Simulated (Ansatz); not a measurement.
Consider CdTe in the zinc blende structure (space group F-43m, No. 216; a = 6.489 Å).

Now apply this change: a negative pressure, −2 GPa.

Levels (all Ansatz, a quantum-chemistry and plane-wave program, PAW): PBEsol (420 eV, no spin-orbit coupling); HSE06+SOC (420 eV, spin-orbit coupling included).

The geometry is relaxed with PBEsol.

* **PBEsol lowest conduction level above the VBM at special points**: Γ 0.49 eV; L 1.68 eV; X 2.61 eV
* **PBEsol valence-band top at Γ**: 0.00, 0.00, 0.00 eV

### Question
Predict the lowest conduction level above the VBM at special points and valence-band top at Γ from HSE06+SOC.

### Answer
The lowest conduction level above the VBM at special points changes from Γ 0.49 eV; L 1.68 eV; X 2.61 eV to Γ 1.13 eV; L 2.27 eV; X 3.10 eV; the valence-band top at Γ (three highest Kramers pairs, from the VBM) becomes 0.00, 0.00, -0.94 eV (PBEsol: 0.00, 0.00, 0.00 eV). The threefold valence maximum splits by Δso ≈ 0.94 eV.

Single points use the geometry relaxed with PBEsol. The spin-orbit shifts are approximate. With Te present, leaving out spin-orbit coupling can change the band edges. The levels and masses belong to the bands next to the band gap. Load acts through the strain it causes; cell and atoms are relaxed under it. Whether these cells are dynamically stable was not tested.
